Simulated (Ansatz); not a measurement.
A (6,6) TiO2 nanotube, relaxed period 3.018 Å, atoms relaxed at each strain.

```json
[
 {"strain": "-0.015", "energy (meV a period)": "+94.3", "axial force (nN)": "-6.70"},
 {"strain": "+0.015", "energy (meV a period)": "+84.7", "axial force (nN)": "+5.91"}
]
```

Computed with PBE (plane waves to 420 eV, PAW; Ansatz, a program for electronic structure). Mesh 1×1×12. No spin polarisation, so a magnetic state wasn't tested. Isolated but for its images some 11 Å away. A hypothetical model, rolled from the flat sheet. Only distortions within the start's symmetry and period were free. Buckling under compression is shut out by symmetry and the short period. Energies are free energies at a Fermi–Dirac width of 0.02 eV, from the unstrained cell.

Mean diameter 10.13 Å.

Problem. Work out the axial stiffness dF/dε in two ways, and what it means for a modulus.

Solution. From the forces: (+5.91 − (-6.70))/0.030 = 420 nN. From the energies: (E₊ + E₋)/(ε² c) = 0.1790 eV/(0.015² × 3.018 Å) = 263.6 eV/Å = 422 nN. The two agree to within 1 %. Spread over the circumference π × 10.13 Å, the force value is a sheet stiffness of 132 N/m.
